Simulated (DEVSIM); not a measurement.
Device: illuminated GaSb p-on-n cell, one wavelength, at 300 K.

| layer (left to right) | material | thickness (μm) | Nd (cm⁻³) | Na (cm⁻³) | τn (s) | τp (s) | absorption coefficient (cm⁻¹) |
|---|---|---|---|---|---|---|---|
| 1 | GaSb | 0.200 | - | 6.8e17 | 3.7e-9 | 9.4e-10 | 12000 |
| 2 | GaSb | 0.710 | 1.8e15 | - | 5.2e-8 | 5.2e-8 | 12000 |

Left contact: ohmic, minority electron recombination velocity 40 cm/s. Right contact: ohmic, minority hole recombination velocity 200 cm/s. Voltage is applied to the left contact. Recombination: SRH at mid-gap, radiative, Auger. Light enters at the left, 1.7e17 photons cm⁻² s⁻¹, one pass, no reflection. Mobility is μmin + (μ − μmin)/(1 + (N/Nref)^α).

Constants are typed, rounded textbook-type inputs, not results; the design itself was drawn at random and stands for no fabricated device. Values at 300 K.

```tsv
parameter	GaSb
gap (eV)	0.726
affinity (eV)	4.06
permittivity	15.7
Nc (cm⁻³)	2.1e17
Nv (cm⁻³)	1.8e19
μn (cm²/Vs)	5000
μp (cm²/Vs)	850
μn,min	1000
μp,min	190
Nref,n	2.8e17
Nref,p	9e17
αn	1.05
αp	0.65
B (cm³/s)	1e-10
Cn (cm⁶/s)	5e-30
Cp (cm⁶/s)	5e-30
```

DEVSIM, 1D drift-diffusion, Boltzmann statistics, complete ionisation; no tunnelling, impact ionisation, image-force lowering or self-heating.

The recombination velocity at the right contact was swept, all else fixed.

| recombination velocity at the right contact (cm/s) | share of generated pairs collected at short circuit | short-circuit current (mA/cm²) | open-circuit voltage (V) | dark forward voltage at 100 A/cm² (V) |
|---|---|---|---|---|
| 10 | 0.999 | 18.1 | 0.278 | 0.594 |
| 100 | 0.999 | 18.1 | 0.276 | 0.566 |
| 200 | 0.999 | 18.1 | 0.274 | 0.553 |
| 1000 | 0.999 | 18.1 | 0.264 | 0.516 |
| 10000 | 0.998 | 18.1 | 0.227 | 0.461 |
| 1e5 | 0.995 | 18.0 | 0.175 | 0.412 |
| 1e6 | 0.975 | 17.6 | 0.130 | 0.380 |
| 1e7 | ? | ? | ? | ? |

Q: Fill in the missing entries.

A: 
- 1e7, share of generated pairs collected at short circuit: 0.944
- 1e7, short-circuit current (mA/cm²): 17.1
- 1e7, open-circuit voltage (V): 0.112
- 1e7, dark forward voltage at 100 A/cm² (V): 0.372
